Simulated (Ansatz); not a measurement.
The starting structures come from a database of crystals and need not be the phases stable at ambient conditions.

Inside the gap of an insulator the Bloch states are evanescent, with a wavenumber k + iκ along the transport direction.

Given:

```
CELL_PARAMETERS angstrom
      6.68438     0.00000     0.00000
      0.00000     9.45314     0.00000
      0.00000     4.72657     4.72657
ATOMIC_POSITIONS crystal
  Si 0.50000 0.50000 0.00000
  Si 0.00000 0.00000 0.00000
  C  0.75000 0.25000 0.00000
  C  0.25000 0.75000 0.50000
  C  0.75000 0.75000 0.00000
  C  0.25000 0.25000 0.50000
  N  0.85446 0.85446 0.00000
  N  0.35446 0.35446 0.29108
  N  0.85446 0.14554 0.00000
  N  0.35446 0.64554 0.70892
  N  0.14554 0.85446 0.29108
  N  0.64554 0.35446 0.00000
  N  0.14554 0.14554 0.70892
  N  0.64554 0.64554 0.00000
```

Space group of this cell: Pn-3m. The cell is taken as given; by r2SCAN its mean pressure is -2.5 GPa.

Transport runs along the normal of the first two printed cell vectors, the (110) plane of the conventional cell.

The gap is the functional's own, uncorrected, and κ follows it; spin-orbit coupling is left out. Mid-gap values are interpolated between the computed energies.

Problem. Estimate the band gap and the smallest decay constant κ at mid-gap that r2SCAN (Ansatz, a first-principles code) returns for this system.

Solution. Gap 4.76 eV on a 6×6×6 mesh; κ = 0.368 1/Å, at (0.500, 0.000) of the in-plane reciprocal vectors. At the zone centre, at the nearest computed energy, the slowest state has κ = 0.37 1/Å.
